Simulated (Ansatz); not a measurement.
The parent structure is MgI2 in the CdI2 type structure (space group P-3m1, No. 164; layered, stacked along the Cartesian z axis).

```cif
data_I2Mg
_chemical_formula_sum 'Mg1 I2'
_space_group_name_H-M_alt 'P 1'
_space_group_IT_number 1
_cell_length_a 4.12435
_cell_length_b 4.12435
_cell_length_c 6.83112
_cell_angle_alpha 90.000
_cell_angle_beta 90.000
_cell_angle_gamma 120.000
loop_
_space_group_symop_operation_xyz
  'x, y, z'
loop_
_atom_site_label
_atom_site_type_symbol
_atom_site_fract_x
_atom_site_fract_y
_atom_site_fract_z
_atom_site_occupancy
Mg1 Mg 0.00000 0.00000 0.00000 1
I1 I 0.33333 0.66667 0.24552 1
I2 I 0.66667 0.33333 0.75448 1
```

Level of theory: PBE-D3(BJ), PAW, 420 eV (Ansatz, an electronic-structure program; no spin-orbit coupling).

Before the change:

Width of the top valence band: 1.30 eV
Band gap: 3.52 eV
Valence-band top at Γ: 0.00, -0.04, -0.04 eV
Smallest direct gap: 3.76 eV

Now apply this change: an isotropic linear strain of −3.00 %, atoms relaxed at fixed cell.

Problem. How does this affect the width of the top valence band, band gap, energy relative to the base, valence-band top at Γ and smallest direct gap?

Solution. The width of the top valence band rises by 0.403 eV, from 1.30 eV to 1.71 eV; the band gap drops by 0.06 eV (3.52 eV → 3.46 eV); the energy grows by 19 meV/atom; the valence-band top at Γ (three highest levels, from the VBM) changes from 0.00, -0.04, -0.04 eV to 0.00, 0.00, -0.05 eV; the smallest direct gap grows by 0.223 eV, from 3.76 eV to 3.99 eV.

Spin-orbit coupling, missing from the scalar runs, can matter with I. Whether these cells are dynamically stable was not tested.
